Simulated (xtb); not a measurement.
xtb 6.7.1, GFN1-xTB: O=C(c1ccccc1)c1ccc[se]1, 21 atoms. The geometry is a generated start, not checked to be a minimum at this level.

```yaml
method: GFN1-xTB
"--acc": 1 (default)
"--etemp (K)": 300 (default)
detailed input (--input): "none: ANC optimiser, Lindh (1995) Hessian, microcycle=20, maxdispl=1.0, hlow=0.01 (default)"
basis_functions: 74
valence_electrons: 64
```

```xyz
21

O      0.1118    -1.7021    -1.6445
C      0.2318    -0.7724    -0.7835
C     -0.9967    -0.2779    -0.2001
C     -2.0658    -1.1661    -0.1398
C     -3.2843    -0.7869     0.3935
C     -3.4659     0.4697     0.8734
C     -2.4095     1.3540     0.8159
C     -1.1903     0.9904     0.2875
C      1.5525    -0.2375    -0.4087
C      2.7468    -0.6109    -0.9383
C      3.8816    -0.0666    -0.5172
C      3.8948     0.8825     0.4567
Se     2.0044     1.1851     0.9986
H     -1.9733    -2.1794    -0.5089
H     -4.0763    -1.5387     0.4068
H     -4.4324     0.7645     1.2943
H     -2.5228     2.3580     1.1890
H     -0.4198     1.7272     0.2699
H      2.7498    -1.4007    -1.7511
H      4.8769    -0.3807    -0.9617
H      4.7869     1.3883     0.8681
```

The structure is relaxed from this start with --opt LEVEL for the levels crude, sloppy, loose, lax, normal, tight, vtight, extreme, once each. Up to the end of the extreme run atoms move by at most 0.43 Å along an axis.

Task: Choose the cheapest level whose final energy lies within 1 meV of that of extreme.

Result: lax: 15 cycles against 27, ending 0.37 meV above.

```
level    cycles  energy above the extreme run (meV)  gradient norm (eV/Å)
-------  ------  ----------------------------------  --------------------
crude         4                                  22                  0.37
sloppy        7                                  14                 0.082
loose         7                                  14                 0.082
lax          15                                0.37                 0.084
normal       17                                0.11                 0.039
tight        20                               0.023                 0.012
vtight       22                               0.016                0.0039
extreme      27                                   —                0.0021
```
